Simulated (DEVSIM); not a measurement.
System: abrupt Si p-n junction, at 350 K.

Layer 1 from the left is Si, thickness (μm) 1.40, Na (cm⁻³) 3.7e17, τn (s) 2.9e-7, τp (s) 2.9e-7. Layer 2 from the left is Si, thickness (μm) 16.0, Nd (cm⁻³) 4.3e15, τn (s) 2.9e-7, τp (s) 2.9e-7.

Left contact: ohmic. Right contact: ohmic. Voltage is applied to the left contact. Recombination: SRH at mid-gap. Mobility is constant in doping.

Constants are typed, rounded textbook-type inputs, not results; the design itself was drawn at random and stands for no fabricated device. Values at 300 K; Nc and Nv go as T^1.5, mobilities as T to minus their exponent, the gap by Varshni's rule with the affinity fixed.

Si: gap (eV) 1.124, affinity (eV) 4.05, permittivity 11.7, Nc (cm⁻³) 2.86e19, Nv (cm⁻³) 3.1e19, μn (cm²/Vs) 1417, μp (cm²/Vs) 470, T exponent of μn 2.3, T exponent of μp 2.2, Varshni α (eV/K) 0.000473, Varshni β (K) 636.

Model (solved in DEVSIM): 1D drift-diffusion, Boltzmann statistics, complete ionisation; no tunnelling, impact ionisation, image-force lowering or self-heating.

Dark forward current:

```
|V| (V)  |J| (A/cm²)
-------  -----------
0.05        1.098e-6
0.10        4.318e-6
0.15        1.574e-5
0.20        6.259e-5
0.25       0.0002761
0.30        0.001315
0.35        0.006548
0.40         0.03334
0.45          0.1700
0.50          0.8337
0.55           3.610
0.60           12.90
0.65           37.63
0.70           90.01
0.75           181.0
0.80           317.5
0.85           503.3
0.90           740.0
0.95            1028
1.00            1367
1.05            1755
1.10            2192
```

Task: Work out the local ideality factor n = ΔV / (kT/q · ln(J2/J1)) between the rows 0.15 and 0.20 V, 0.40 and 0.45 V, 1.05 and 1.10 V.

Result: kT/q = 30.16 mV. From 0.15 to 0.20 V: ln(6.259e-5/1.574e-5) = 1.380, n = 1.20. From 0.40 to 0.45 V: ln(0.1700/0.03334) = 1.629, n = 1.02, near the 1 of diffusion or emission over a barrier. From 1.05 to 1.10 V: ln(2192/1755) = 0.222, n = 7.46.

Task: Estimate the current at 0.40 V from the Shockley equation with J0 = Σ q ni² D/(N L) coth(W/L), τ joining the SRH, radiative and Auger lifetimes that are on, and W taken as the whole layer.

Result: ni² = 1.43e23 cm⁻⁶; electrons in the p layer: μ = 994 cm²/Vs, D = 30.0 cm²/s, τ = 2.90e-7 s, L = 29.5 μm, W/L = 0.047, term 1.32e-8 A/cm²; holes in the n layer: μ = 335 cm²/Vs, D = 10.1 cm²/s, τ = 2.90e-7 s, L = 17.1 μm, W/L = 0.93, term 4.28e-8 A/cm². J0 = 5.61e-8 A/cm², and J = J0 exp(qV/kT) = 0.0323 A/cm². The simulation gives 0.0333 A/cm²; the estimate lies 3.2 % below. The estimate leaves out recombination in the depletion region and that region's share of W.
